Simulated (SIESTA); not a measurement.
Band structure of MnZn₃ (P-6m2, 4 atoms in the cell).

```
CELL_PARAMETERS angstrom
      2.72498     0.00000     0.00000
     -1.36249     2.35990     0.00000
      0.00000     0.00000     8.76211
ATOMIC_POSITIONS crystal
  Mn 0.66667 0.33333 0.00000
  Zn 0.66667 0.33333 0.50000
  Zn 0.33333 0.66667 0.24142
  Zn 0.33333 0.66667 0.75858
```
Moments meant for the start (each program seeds them in its own way; μB, in the order of the atoms Mn Zn Zn Zn): 4.0 0.0 0.0 0.0.

Computed with SIESTA with GGA PBEsol, numerical atomic orbitals DZP, PseudoDojo PBEsol standard norm-conserving potentials (rewritten from UPF to PSML).

Settings: XC.functional = GGA; XC.authors = PBEsol; potentials = PseudoDojo PBEsol standard; PAO.BasisSize = DZP; PAO.EnergyShift = 0.01 Ry; MeshCutoff = 400 Ry; kgrid.MonkhorstPack = 11 11 3; OccupationFunction = MP; OccupationMPOrder = 0; ElectronicTemperature = 100 meV; Spin = polarized; DM.InitSpin = [1 +4.00, 2 +0.00, 3 +0.00, 4 +0.00]; MaxSCFIterations = 150; SCF.Mixer.Method = Broyden.

The starting cell comes from a database of computed structures (which also holds hypothetical and non-ambient phases and stackings), without a prior relaxation at this level. With one magnetic atom in the cell only a parallel order is possible. Values carry the incompleteness of an atom-centred basis.

Levels in eV from the Fermi level, bands 36 to 41 of the first spin channel:
```
point     36     37     38     39     40    41
-----  -----  -----  -----  -----  -----  ----
Γ      -2.19  -1.52  -1.52  -0.75  -0.75  1.21
M      -1.62  -1.10  -1.01  -0.17   0.20  1.34
K      -1.72  -0.10   0.37   0.66   0.92  2.81
A      -2.39  -1.51  -1.51  -0.75  -0.75  3.56
L      -2.22  -1.36  -1.10   0.20   0.51  2.12
H      -1.66  -0.03   0.05   0.69   1.67  1.87
```

Bands cross the Fermi level along this path, so the cell is metallic at this level.

Higher empty bands are left out: an atom-centred basis made for the valence describes them poorly.

The net moment of the cell came out as 2.47 μB.
